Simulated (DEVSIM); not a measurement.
Structure: illuminated Si n-on-p cell, one wavelength, with a back-surface field, at 300 K.

Layer 1 from the left is Si, thickness (μm) 0.220, Nd (cm⁻³) 1.5e18, τn (s) 6.7e-8, τp (s) 2.9e-8, absorption coefficient (cm⁻¹) 99000. Layer 2 from the left is Si, thickness (μm) 58.0, Na (cm⁻³) 9.7e16, τn (s) 2.1e-6, τp (s) 2.1e-6, absorption coefficient (cm⁻¹) 99000. Layer 3 from the left is Si, thickness (μm) 0.230, Na (cm⁻³) 3.7e18, τn (s) 2.1e-6, τp (s) 2.1e-6, absorption coefficient (cm⁻¹) 99000.

Left contact: ohmic, minority hole recombination velocity 5000 cm/s. Right contact: ohmic, minority electron recombination velocity 1e5 cm/s. Voltage is applied to the left contact. Recombination: SRH at mid-gap, radiative, Auger. Light enters at the left, 2.1e17 photons cm⁻² s⁻¹, one pass, no reflection. Mobility is μmin + (μ − μmin)/(1 + (N/Nref)^α).

Constants are typed, rounded textbook-type inputs, not results; the design itself was drawn at random and stands for no fabricated device. Values at 300 K.

Si: gap (eV) 1.124, affinity (eV) 4.05, permittivity 11.7, Nc (cm⁻³) 2.86e19, Nv (cm⁻³) 3.1e19, μn (cm²/Vs) 1417, μp (cm²/Vs) 470, μn,min 52, μp,min 45, Nref,n 9.7e16, Nref,p 2.2e17, αn 0.68, αp 0.72, B (cm³/s) 4.7e-15, Cn (cm⁶/s) 2.8e-31, Cp (cm⁶/s) 9.9e-32.

Simulated with DEVSIM: 1D drift-diffusion, Boltzmann statistics, complete ionisation; no tunnelling, impact ionisation, image-force lowering or self-heating.

Dark forward current:

| |V| (V) | |J| (A/cm²) |
|---|---|
| 0.05 | 5.921e-10 |
| 0.10 | 2.101e-9 |
| 0.15 | 6.281e-9 |
| 0.20 | 1.847e-8 |
| 0.25 | 5.703e-8 |
| 0.30 | 1.978e-7 |
| 0.35 | 8.229e-7 |
| 0.40 | 4.177e-6 |
| 0.45 | 2.466e-5 |
| 0.50 | 0.0001587 |
| 0.55 | 0.001064 |
| 0.60 | 0.007257 |
| 0.65 | 0.04983 |
| 0.70 | 0.3405 |
| 0.75 | 2.218 |
| 0.80 | 12.02 |
| 0.85 | 50.52 |
| 0.90 | 179.4 |
| 0.95 | 529.0 |
| 1.00 | 1256 |
| 1.05 | 2455 |

Problem. Work out the local ideality factor n = ΔV / (kT/q · ln(J2/J1)) between the rows 0.15 and 0.20 V, 0.60 and 0.65 V, 1.00 and 1.05 V.

Solution. kT/q = 25.85 mV. From 0.15 to 0.20 V: ln(1.847e-8/6.281e-9) = 1.079, n = 1.79. From 0.60 to 0.65 V: ln(0.04983/0.007257) = 1.927, n = 1.00, near the 1 of diffusion or emission over a barrier. From 1.00 to 1.05 V: ln(2455/1256) = 0.670, n = 2.89.

Problem. What current could the absorbed light give at most, and what share is collected?

Solution. Σ αd = 579, so qΦ(1 − exp(−Σ αd)) = 33.6 mA/cm². The simulated short-circuit current is 32.83 mA/cm², a share of 0.98.

Problem. Estimate the open-circuit voltage by superposition: the voltage at which the dark current equals that short-circuit current.

Solution. Interpolating ln J in the table gives 0.639 V. The simulation gives 0.639 V, the same within the digits that matter. Superposition holds where collection doesn't change with voltage.

Problem. Estimate the fill factor from FF0 = (v − ln(v + 0.72))/(v + 1), v = qVoc/(nkT), with n from the dark curve.

Solution. The rows about Voc, 0.60 and 0.65 V, give n = 1.00, so v = 24.6 and FF0 = 0.835. The simulation gives 0.835, the same within the digits that matter.
